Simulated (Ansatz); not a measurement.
A working Ansatz (a first-principles code) input for Ga2Pt (Fm-3m, 3 atoms in the cell) (DFT, PBEsol, plane waves, default PAW files made with PBE):

Ansatz 0.2 input:
```yaml
crystal:
  lattice:
    - [0.000000, 2.955500, 2.955500]
    - [2.955500, 0.000000, 2.955500]
    - [2.955500, 2.955500, 0.000000]
  atoms:
    - { symbol: Pt, position_ang: [0.000000, 0.000000, 0.000000] }
    - { symbol: Ga, position_ang: [1.477750, 1.477750, 1.477750] }
    - { symbol: Ga, position_ang: [4.433250, 4.433250, 4.433250] }
basis:
  ecutwfc: 420.0
kpoints:
  mp_grid: { grid: [8, 8, 8] }
hamiltonian:
  xc: pbesol
  pseudopotentials: { kind: paw }
scf:
  occupations: { method: gaussian, width: 0.1 }
output:
  forces: true
  eigenvalues: true
  stress: true
```

The run converged in 6 iterations: free energy E − TS (on the zero of these files) -19871.9488 eV; Fermi level (on the code's own zero) 13.65 eV; pressure 0.64 GPa. Each of these slips is then made, one at a time:

(1)
```diff
-    - { symbol: Pt, position_ang: [0.000000, 0.000000, 0.000000] }
+    - { symbol: Pt2+, position_ang: [0.000000, 0.000000, 0.000000] }
```

(2)
```diff
-  mp_grid: { grid: [8, 8, 8] }
+  mp_grid: { grid: [1, 1, 1] }
```

Task: What happens in each case?

Result: 
(1) A mistyped element symbol. The program stopped before any SCF iteration.
```
Error: YAML parse error: error: line 7 column 17: `Pt2+` is not an element symbol (H … Og, case-exact)
 --> <input>:7:17
  |
5 |     - [2.955500, 2.955500, 0.000000]
6 |   atoms:
7 |     - { symbol: Pt2+, position_ang: [0.000000, 0.000000, 0.000000] }
  |                 ^ `Pt2+` is not an element symbol (H … Og, case-exact)
8 |     - { symbol: Ga, [...]
```

(2) A single k-point for a small metallic cell. The run converged in 13 iterations without an error; against the sound input the free energy goes up by 5.05 eV/atom and the pressure goes from 0.64 to 55.98 GPa.

The starting cell comes from a database of published, mostly measured structures (it also holds non-ambient and calculated ones), without a prior relaxation at this level. Spin polarisation is off. Ansatz's pressure includes its estimate of the finite-basis (Pulay) stress.

Left out of this page: 4 runs of the series outside the window shown, repeating another row's setting, or not comparable; 1 run of the series stopped by limits of time or memory.
